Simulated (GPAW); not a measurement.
# A series of runs on LaInPt₄ (F-43m, 6 atoms in the cell)

```
LaInPt4
1.0
    0.00000     3.85122     3.85122
    3.85122     0.00000     3.85122
    3.85122     3.85122     0.00000
La In Pt
1 1 4
Cartesian
  0.00000   0.00000   0.00000
  5.77684   5.77684   5.77684
  2.89396   2.89396   2.89396
  2.89396   4.80849   4.80849
  4.80849   4.80849   2.89396
  4.80849   2.89396   4.80849
```

Base run A: LDA (Perdew-Wang 92), GPAW PAW datasets LDA (gpaw-data 1.0.1) (GPAW), self-consistent single point.

Its settings: mode = pw; ecut = 800 eV; xc = LDA; kpts = 4 4 4; mesh shift (steps) = 0 0 0; occupations.name = fermi-dirac; occupations.width = 0.1 eV; nbands = -14; convergence.density = 1e-05 e/electron; convergence.energy = 1e-05 eV/electron; symmetry.symmorphic = false; symmetry.tolerance = 0.0005; maxiter = 120.

The starting cell comes from a database of computed structures (which also holds hypothetical and non-ambient phases and stackings), without a prior relaxation at this level. Spin polarisation is off. In the base run, with a pressure of about -8 GPa the cell is away from its equilibrium volume at this level.

ΔF is the free energy per atom less that of run A. 

| run | mixer.beta, mixer.weight | ΔF (meV/atom) | pressure (GPa) | largest force (eV/Å) | iterations |
|---|---|---|---|---|---|
| A | default, default | 0.00 | -7.95 | 0.043 | 32 |
| B | 0.05, 1 | 0.00 | -7.96 | 0.042 | 34 |
| C | 0.05, 10 | 0.00 | -7.96 | 0.042 | 25 |
| D | 0.05, 20 | 0.00 | -7.96 | 0.042 | 28 |
| E | 0.05, 100 | 0.00 | -7.96 | 0.044 | 31 |
| F | 0.05, 200 | 0.00 | -7.96 | 0.044 | 33 |

Runs B, C, D, E, F ended on the same solution as A (within 1 meV/atom). The fewest iterations to that state were 25 (C); the most were 34.
